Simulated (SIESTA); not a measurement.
Input and output of a self-consistent single point for Mo2N (I4_1/amd, 6 atoms in the cell) (SIESTA).

Computed with LDA PW92, numerical atomic orbitals TZP, PseudoDojo LDA standard norm-conserving potentials (rewritten from UPF to PSML) (SIESTA 5.4.2).

The change in words: lattice scaled by 0.98. Reference geometry:
```xyz
6
Lattice="-2.1486 2.1486 4.0140 2.1486 -2.1486 4.0140 2.1486 2.1486 -4.0140" Properties=species:S:1:pos:R:3 pbc="T T T"
Mo     0.0000     2.1486     3.9094
Mo     0.0000     0.0000     1.9023
Mo     0.0000     0.0000     6.1258
Mo     0.0000     2.1486     0.1047
N      2.1486     0.0000     2.0070
N      0.0000     0.0000     4.0140
```

Reference input (self-consistent single point, DFT, LDA PW92, numerical atomic orbitals TZP, PseudoDojo LDA standard norm-conserving potentials (rewritten from UPF to PSML)): XC.functional = LDA; XC.authors = PW92; potentials = PseudoDojo LDA standard; PAO.BasisSize = TZP; PAO.EnergyShift = 0.005 Ry; MeshCutoff = 300 Ry; kgrid.MonkhorstPack = 7 7 7; OccupationFunction = FD; ElectronicTemperature = 1160.45 K; MaxSCFIterations = 150; SCF.Mixer.Method = Broyden; SCF.Mixer.Weight = 0.25. This run's input differs from it in these lines:

```diff
@@ -12,5 +12,5 @@
 %block LatticeVectors
-    -4.060335471    4.060335471    7.585447592
-     4.060335471   -4.060335471    7.585447592
-     4.060335471    4.060335471   -7.585447592
+    -3.979128270    3.979128270    7.433738489
+     3.979128270   -3.979128270    7.433738489
+     3.979128270    3.979128270   -7.433738489
 %endblock LatticeVectors
@@ -18,8 +18,8 @@
 %block AtomicCoordinatesAndAtomicSpecies
-     0.000000000    4.060335471    7.387619118  1
-    -0.000000000    0.000000000    3.594895323  1
-    -0.000000000    0.000000000   11.575999861  1
-    -0.000000000    4.060335471    0.197828473  1
-     4.060335471    0.000000000    3.792723796  2
-     0.000000000    0.000000000    7.585447592  2
+     0.000000000    3.979128270    7.239866589  1
+     0.000000000   -0.000000000    3.522997345  1
+     0.000000000   -0.000000000   11.344479633  1
+     0.000000000    3.979128270    0.193871900  1
+     3.979128270    0.000000000    3.716869244  2
+     0.000000000    0.000000000    7.433738489  2
 %endblock AtomicCoordinatesAndAtomicSpecies
```

The program printed (abridged):

```
        iscf     Eharris(eV)        E_KS(eV)     FreeEng(eV)     dDmax    Ef(eV) dHmax(eV)
   scf:    1    -8131.042520    -8207.396184    -8207.491425  1.161012 -2.979983 11.667040
   scf:    2    -8229.108628    -8222.691830    -8222.811062  0.286733 -3.651894  2.596604
   scf:    3    -8224.104662    -8223.475450    -8223.601187  0.107112 -3.945765  1.261264
   scf:    4    -8223.881504    -8223.745180    -8223.878011  0.101397 -4.274228  0.088420
   scf:    5    -8223.737142    -8223.744483    -8223.877527  0.022194 -4.302365  0.211104
   [... 2 lines left out ...]
   scf:    8    -8223.747887    -8223.747875    -8223.880992  0.001175 -4.302984  0.002486
   scf:    9    -8223.747876    -8223.747876    -8223.880992  0.000058 -4.303118  0.001384
   scf:   10    -8223.747878    -8223.747877    -8223.880992  0.000034 -4.303173  0.000174
   scf:   11    -8223.747879    -8223.747878    -8223.880992  0.000007 -4.303163  0.000156
SCF Convergence by DM+H criterion
max |DM_out - DM_in|         :     0.0000070163
max |H_out - H_in|      (eV) :     0.0001557507
SCF cycle converged after 11 iterations

Using DM_out to compute the final energy and forces

siesta: E_KS(eV) =            -8223.7479

siesta: E_KS - E_eggbox =     -8223.7479

siesta: Atomic forces (eV/Ang):
     1   -0.000441    0.000898   -0.085325
     2    0.000898   -0.000441   -0.085317
     3    0.000441   -0.000898    0.085318
     4   -0.000898    0.000441    0.085325
     5    0.000258   -0.000258    0.000000
     6   -0.000258    0.000258   -0.000000
   Tot    0.000000    0.000000   -0.000000
   Max    0.085325
   Res    0.040224    sqrt( Sum f_i^2 / 3N )
   Max    0.085325    constrained

   [... lines left out ...]
siesta: FreeEng =     -8223.880992
siesta: Cell volume =         69.766438 Ang**3
siesta:           8.59093282          8.29737876  kBar
   [... lines left out ...]
             -0.338   1.041   0.963   1.041   0.046   0.041   0.018   0.041

              0.018

mulliken: Qtot =       66.000

Mulliken Atomic Populations:
Atom #   charge [q] valence [e]  Species
     1     0.245473   13.754527  Mo
     2     0.245478   13.754522  Mo
     3     0.245478   13.754522  Mo
     4     0.245474   13.754526  Mo
     5    -0.490952    5.490952  N
     6    -0.490951    5.490951  N
 Total    -0.000000
```

The run converged in 11 iterations. Against the reference run the free energy goes down by 40.7 meV/atom, the pressure goes from -17.84 to 0.86 GPa and the largest force goes from 0.214 to 0.085 eV/Å.

The starting cell comes from a database of computed structures (which also holds hypothetical and non-ambient phases and stackings), without a prior relaxation at this level. Its lattice was rescaled by a random factor within 2.5 % of one. For this run, on top of that: lattice scaled by 0.98. Spin polarisation is off. Values carry the incompleteness of an atom-centred basis.

Cost on one core of a shared machine: roughly 90 s.
